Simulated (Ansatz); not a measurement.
Base system: W in the bcc (W type) structure (space group Im-3m, No. 229; a = 3.184 Å).

Method: PBE (Ansatz, a quantum-chemistry and plane-wave program, PAW, no spin-orbit coupling), earlier PAW set.

Base values:

The volume per atom is 16.13 Å³.

It is then changed as follows: cell and atoms relaxed at a pressure of 3 GPa.

### Question
What happens to the volume per atom?

### Answer
The volume per atom falls by 0.15 Å³ to 15.98 Å³.

Load acts through the strain it causes; cell and atoms are relaxed under it. Stability against distortions was not tested. All final runs are without spin polarisation.
